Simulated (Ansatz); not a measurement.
**Pressure series in Au**

The parent structure is Au in the fcc (Cu type) structure (space group Fm-3m, No. 225; a = 4.157 Å).

Cell and atoms are relaxed at each pressure.

Computed with PBE (Ansatz, a first-principles code), spin-orbit coupling left out.

Notes on the quantities. enthalpy: H = E + PV relative to the base's energy.

```
case               shortest interatomic distance       enthalpy      density
-----------------  -----------------------------  -------------  -----------
base                                  5.555 bohr              –  18.21 g/cm³
pressure −2 GPa                       5.583 bohr  -0.23 eV/atom  17.94 g/cm³
pressure −1 GPa                       5.569 bohr  -0.11 eV/atom  18.08 g/cm³
pressure 0.9 GPa                      5.543 bohr  +0.10 eV/atom  18.33 g/cm³
pressure 2.1 GPa                      5.528 bohr  +0.23 eV/atom  18.48 g/cm³
pressure 4.5 GPa                      5.500 bohr  +0.50 eV/atom  18.76 g/cm³
pressure 9 GPa                        5.454 bohr  +0.98 eV/atom  19.24 g/cm³
pressure 15 GPa                       5.401 bohr  +1.61 eV/atom  19.81 g/cm³
pressure 22.5 GPa                              …  +2.37 eV/atom            …
pressure 30 GPa                       5.298 bohr  +3.11 eV/atom  20.99 g/cm³
```

Task: What belongs in the blanks?

Result: 
- pressure 22.5 GPa, shortest interatomic distance: 5.346 bohr
- pressure 22.5 GPa, density: 20.43 g/cm³

Load acts through the strain it causes; cell and atoms are relaxed under it. Whether these cells are dynamically stable was not tested. Competing high-pressure phases were not computed.
